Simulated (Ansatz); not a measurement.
Consider Ce vacancy in ceria, charge state -4. The step: a nearby Ce atom hops onto the vacant site; the atom moves 3.74 Å along (-0.48, 0.00, -0.48) of the unit cell; the moving atom starts with neighbours 2 O at 2.26, 4 O at 2.38, 2 O at 2.43 Å and ends with 2 O at 2.26, 4 O at 2.38, 2 O at 2.43 Å. DFT values are from Ansatz (plane-wave PAW, 420 eV unless said) in a cell of 96 host sites, spin-restricted, static, with no finite-size correction. The charge state is imposed; whether it is stable for some Fermi level was not computed. Forms of the defect that were not tried may lie lower. For the PBE band: the program found a first-order saddle point.

```tsv
Level	Forward barrier (eV)	Cost of the band or of the saddle's single point
PBE, one k-point at (0.250, 0.250, 0.250), band relaxed	4.07	very roughly 16 core-hours
PBE, a 2×2×2 k-point mesh shifted by half a step, same geometries	4.07	about 13 core-minutes (a rough figure)
r2SCAN at 500 eV, one k-point at (0.250, 0.250, 0.250), same geometries	4.24	roughly 8 core-minutes
```

Ansatz is an electronic-structure program.
